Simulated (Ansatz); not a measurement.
**ZnCu: response to strain**

Base system: ZnCu in the CsCl type structure (space group Pm-3m, No. 221; a = 2.908 Å; relaxed with 0.1 eV smearing). Axes: x, y, z lie along the cube axes.

Strains are applied to the cell and any free atomic positions relax.

The values are results of DFT with PBEsol, PAW potentials and a 420 eV plane-wave cutoff in Ansatz (a quantum-chemistry and plane-wave program), spin-orbit coupling left out, not measurements.

Notes on the quantities. energy relative to the base: free energy F.

```csv
uniaxial strain ε_zz (%),energy relative to the base (meV/atom)
0,0.0
0.5,0.1
1,0.5
1.5,1.1
2,?
2.5,3.1
3,4.4
```

Task: Fit ΔE = Aε² + Bε³ (ε in %) to the rows shown and predict the withheld row.

Result: Least squares on the printed values gives A = 0.503 and B = -0.0043 meV/atom (largest residual 0.0 meV/atom); this predicts 2.0 meV/atom, and the run gives 2.0 meV/atom, in agreement.

Stability against distortions was not tested. All final runs are without spin polarisation.
